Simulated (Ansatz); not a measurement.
Hypothetical cubic perovskite RbGeF3: response to strain

Base system: RbGeF₃ in the cubic perovskite structure (space group Pm-3m, No. 221; a = 4.4908 Å; a hypothetical phase, not in the database extracts checked). Axes: x, y, z lie along the cube axes.

Strains are applied to the cell and any free atomic positions relax; under biaxial strain the out-of-plane vector relaxes too; under stress the whole cell relaxes.

Calculations: PBE, PAW, 420 eV (Ansatz, a first-principles code; no spin-orbit coupling).

Notes on the quantities. energy relative to the base: free energy F; pressure: mean of the normal stresses, compression positive.

```csv
case,gap character,energy relative to the base,band gap,volume per atom,pressure
base,–,0 meV/atom,2.02 eV,18.11 Å³,0.00 GPa
"biaxial strain −2.24 %, plane normal [111], relaxed out of plane",direct at T,+4.0 meV/atom,1.84 eV,17.75 Å³,1.05 GPa
uniaxial strain ε_xx = −2.99 %,direct at A,+5.0 meV/atom,1.80 eV,17.57 Å³,1.71 GPa
uniaxial strain ε_xx = −0.53 %,direct at A,+0.2 meV/atom,1.98 eV,18.02 Å³,0.28 GPa
uniaxial strain ε_zz = +3.58 %,direct at A,+5.7 meV/atom,1.99 eV,18.76 Å³,-1.55 GPa
"uniaxial stress, 2 GPa compression along z",direct at A,+2.7 meV/atom,1.89 eV,17.91 Å³,–
tensor shear ε_yz = +0.50 %,direct at T,+0.1 meV/atom,1.99 eV,18.11 Å³,0.00 GPa
tensor shear ε_yz = −3.58 %,direct at T,+4.9 meV/atom,1.81 eV,18.09 Å³,0.04 GPa
tensor shear ε_xy = +0.81 %,direct at T,+0.3 meV/atom,1.97 eV,18.11 Å³,0.00 GPa
```

Stability under load was not tested beyond the relaxation. Many cubic perovskites are stable only at high temperature; tilts and polar distortions were not tested. k-point labels follow each cell's own Brillouin zone.
